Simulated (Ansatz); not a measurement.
Results of LDA in Ansatz (plane waves, PAW) for LuAlN2 (model structure, started from the ScAlN2 type, P3m1, No. 156, 4 atoms in the cell).

Run with plane-wave cutoff 520 eV, 12×12×6 k mesh (along the axes of the cell as run), Fermi–Dirac smearing 0.01 eV, scalar-relativistic PAW data made under PBE.

Cell (relaxed with PBEsol):

```cif
data_AlLuN2
_chemical_formula_sum 'Lu1 N2 Al1'
_space_group_name_H-M_alt 'P3m1'
_space_group_IT_number 156
_space_group_name_Hall 'P 3 -2"'
_cell_length_a 3.39808
_cell_length_b 3.39808
_cell_length_c 5.34375
_cell_angle_alpha 90.000
_cell_angle_beta 90.000
_cell_angle_gamma 120.000
loop_
_atom_site_label
_atom_site_type_symbol
_atom_site_symmetry_multiplicity
_atom_site_Wyckoff_symbol
_atom_site_fract_x
_atom_site_fract_y
_atom_site_fract_z
_atom_site_occupancy
Lu1 Lu 1 b 0.33333 0.66667 0.99435 1
N1 N 1 b 0.33333 0.66667 0.41371 1
Al1 Al 1 c 0.66667 0.33333 0.50642 1
N2 N 1 c 0.66667 0.33333 0.85553 1
```

Problem. Estimate the band gap and smallest direct gap on the k points sampled that the calculation returns.

Solution. 
* **band gap**: 2.18 eV
* **smallest direct gap on the k points sampled**: 2.86 eV

Note: the relaxation could raise the start's symmetry but not lower it, so the cell can be a saddle point; cell and atoms aren't relaxed at this level (largest force component 0.09 eV/Å, pressure -4.3 GPa).

Spin–orbit coupling is not included.

The computed numbers hold no vibrational or temperature effects.

Cost on a shared machine: very roughly 8 core-seconds.

A model structure was made by putting elements into a prototype or built by hand; it is no filed structure, need not be a known phase, and can be a saddle point held by its symmetry.

Ansatz is an electronic-structure program.
